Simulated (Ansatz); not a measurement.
Consider this model of amorphous In₉Ga₉Zn₉O₃₈Ti.

```xyz
66
Lattice="9.0897 0.0205 0.0616 0.0205 9.6384 0.1155 0.0616 0.1155 9.5168" Properties=species:S:1:pos:R:3 pbc="T T T"
In     3.4654     7.4373     8.8524
In     1.9433     0.8413     0.7667
In     7.7912     2.3889     8.5231
In     6.3697     7.0443     0.5589
In     1.8295     3.5107     6.5665
In     1.8875     9.4026     6.6959
In     0.9150     5.1458     3.3141
In     4.3090     3.6352     9.2830
In     6.9982     7.1728     3.8564
Ga     7.2662     8.9189     7.0167
Ga     7.7715     3.8785     5.5280
Ga     6.3498     3.6928     1.9070
Ga     1.0179     5.0711     9.4176
Ga     4.8910     3.0894     6.0853
Ga     2.9911     6.4328     5.1848
Ga     1.2954     8.3713     3.3541
Ga     4.7532     0.6147     8.3487
Ga     0.4384     7.7561     8.9822
Zn     7.8920     9.6634     1.8109
Zn     4.4898     9.3816     2.0594
Zn     8.9916     2.6699     2.0105
Zn     3.5612     2.4550     3.3676
Zn     8.9694     6.3268     6.5718
Zn     6.5390     1.0599     4.0211
Zn     4.2644     5.5827     2.2416
Zn     4.5760     8.9709     5.1829
Zn     0.7817     1.6287     4.1100
O      9.0970     7.0344     3.4757
O      6.7351     9.0183     5.2399
O      3.4372     3.5656     5.0696
O      3.6594     6.3571     6.9971
O      2.5337     8.8479     2.0816
O      4.5542     0.7644     3.7131
O      6.4089     5.5793     2.3510
O      8.7296     3.5321     7.0955
O      1.8210     2.2040     2.4775
O      6.6381     0.7600     7.8557
O      9.0620     0.1260     3.2981
O      1.7530     6.5785     0.3587
O      4.1481     2.2799     7.5430
O      2.3431     8.2477     4.9706
O      6.3998     7.3647     7.7237
O      1.3178     1.5801     5.9211
O      6.4668     3.5532     9.5750
O      4.5970     5.7663     0.2514
O      9.0013     3.5109     4.1875
O      7.1412     2.0799     2.4459
O      1.8384     9.0934     8.7748
O      8.8472     6.0373     8.4834
O      4.8503     8.5800     0.1448
O      3.9984     9.1998     7.0616
O      9.0048     1.4045     0.4246
O      6.2793     8.4944     2.4011
O      9.0561     8.3407     7.0599
O      0.1204     4.4872     1.4657
O      4.4629     3.6126     2.0446
O      6.4419     2.6327     5.2347
O      4.9767     6.8966     4.8976
O      2.8050     6.0173     3.3408
O      2.2040     3.8656     8.6539
O      3.9651     1.3466     0.4347
O      1.3894     5.4312     5.6205
O      7.3501     5.7547     5.5085
O      5.6421     4.4806     7.1099
O      8.0486     8.2650     0.4609
Ti     5.5502     6.1920     6.6147
```

Computed with PBE, scalar-relativistic without spin-orbit coupling (plane waves to 420 eV, PAW; Ansatz, a quantum-chemistry and plane-wave program).

The cell was made by melting and quenching with the CHGNet potential and then relaxed with DFT. O atoms were pushed apart under 1.9 Å during the dynamics, to hinder bonds among them. The hot cell started wider than the set density and was brought back towards it in steps. It is the lowest in DFT energy of 2 quenches. It is a model cell: composition and starting density were chosen by hand, and all elements were melted together. No dispersion term was used. Its density started from a set value of 5.79 and ended at 5.79 g/cm³. The simulated quench (nominally 260 K/ps over its main leg) is rapid and tends to freeze in more defects than a deposited or slowly cooled glass has. A cell of this size samples the disorder only roughly. The volume was held where the preparation left it and the shape relaxed, at a PBE pressure of 3.4 GPa. Stress components on the final sampling reach 3.5 GPa.

Bonds are counted up to In-In 3.12 Å, In-Ga 2.90 Å, In-Zn 2.90 Å, In-O 2.88 Å, In-Ti 3.12 Å, Ga-Ga 2.68 Å, Ga-Zn 2.68 Å, Ga-O 2.26 Å, Ga-Ti 2.90 Å, Zn-Zn 2.68 Å, Zn-O 2.52 Å, Zn-Ti 2.90 Å, O-O 1.58 Å, O-Ti 2.49 Å, Ti-Ti 3.12 Å. Two cations that share two anions don't count as bonded, nor two that share one unless they lie closer than In-In 3.04 Å, In-Ga 2.82 Å, In-Zn 2.82 Å, In-Ti 3.04 Å, Ga-Ga 2.61 Å, Ga-Zn 2.61 Å, Ga-Ti 2.82 Å, Zn-Zn 2.61 Å, Zn-Ti 2.82 Å, Ti-Ti 3.04 Å.

Task: Give the coordination numbers, mean bond lengths and angles.

Result: 
```json
{
 "Mean coordination of In by anions": "5.56 (1 with 4, 3 with 5, 4 with 6, 1 with 7)",
 "Mean coordination of Ga by anions": "4.33 (6 with 4, 3 with 5)",
 "Mean coordination of Zn by anions": "4.44 (5 with 4, 4 with 5)",
 "Mean coordination of O": "3.53 (18 with 3, 20 with 4)",
 "Mean coordination of Ti by anions": "5.00 (1 with 5)",
 "Mean In-O bond": "2.210 Å (spread 0.152 Å, 50 counted)",
 "Mean Zn-O bond": "2.045 Å (spread 0.113 Å, 40 counted)",
 "Mean Ga-O bond": "1.902 Å (spread 0.062 Å, 39 counted)",
 "Mean O-Ti bond": "1.929 Å (spread 0.130 Å, 5 counted)",
 "Bond angle at In": "mean 103.8°, spread 27.5°",
 "Bond angle at Ga": "mean 107.8°, spread 18.6°",
 "Bond angle at Zn": "mean 107.3°, spread 22.5°",
 "Bond angle at O": "mean 110.6°, spread 16.4°",
 "Bond angle at Ti": "mean 106.0°, spread 23.2°"
}
```

Task: List the pairs of like atoms that count as bonded by the rules above.

Result: There are none by these rules.
